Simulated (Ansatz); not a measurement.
**Cu2O with two functionals, pressure 2.1 GPa**

Base system: Cu₂O (space group Pn-3m, No. 224; a = 4.2984 Å).

(Cell as relaxed with PBE.)

Levels (all Ansatz, a quantum-chemistry and plane-wave program, PAW): PBE (420 eV, no spin-orbit coupling); r2SCAN (500 eV, no spin-orbit coupling).

Each level relaxes its own structure.

| base | PBE | r2SCAN |
|---|---|---|
| volume per atom | 13.24 Å³ | 12.76 Å³ |
| lattice parameter a | 4.298 Å | 4.246 Å |
| band gap | 0.48 eV | 0.79 eV |

Modification: cell and atoms relaxed at a pressure of 2.1 GPa.

```csv
quantity,PBE,r2SCAN
volume per atom,13.00 Å³,12.55 Å³
band gap,0.51 eV,0.83 eV
shift of the gap caused by the change,+0.04 eV,+0.04 eV
```

PBE's volume per atom lies 0.45 Å³ above r2SCAN's (3.6 %); PBE's band gap lies 0.32 eV below r2SCAN's; the two agree on the shift of the gap caused by the change. Neither level is exact; r2SCAN is the comparison here, not a measurement.

Load acts through the strain it causes; cell and atoms are relaxed under it. Stability against distortions was not tested. No Hubbard U is applied. All final runs are without spin polarisation.
